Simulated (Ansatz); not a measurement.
Consider BiB in the zinc blende structure (space group F-43m, No. 216; a = 5.456 Å; a hypothetical phase, not in the database extracts checked). Axes: x, y, z lie along the cube axes.

It is then changed as follows: uniaxial stress, 3 GPa compression along x, with the cell and atoms free to relax against it.

Levels (all Ansatz, a first-principles code, PAW): PBEsol (420 eV, no SOC); r2SCAN (500 eV, no SOC); HSE06 (420 eV, scalar-relativistic without spin-orbit coupling).

At the geometry relaxed with PBEsol, these levels gave the following band gaps, in shuffled order: (a) 0.39 eV, (b) 0.70 eV, (c) 0.21 eV.

Question: Match each gap to its level.

Answer: (a) r2SCAN; (b) HSE06; (c) PBEsol.

Single points use the geometry relaxed with PBEsol. The hybrid gap comes from the SCF mesh plus the semilocal run's edge points and a few special points and is an upper bound. Spin-orbit coupling, missing from the scalar runs, can matter with Bi. Load acts through the strain it causes; cell and atoms are relaxed under it. Stability under load was not tested beyond the relaxation. A zero or small gap of BiB under uniaxial stress, 3 GPa compression along x can be the functional's error rather than a property of the material.
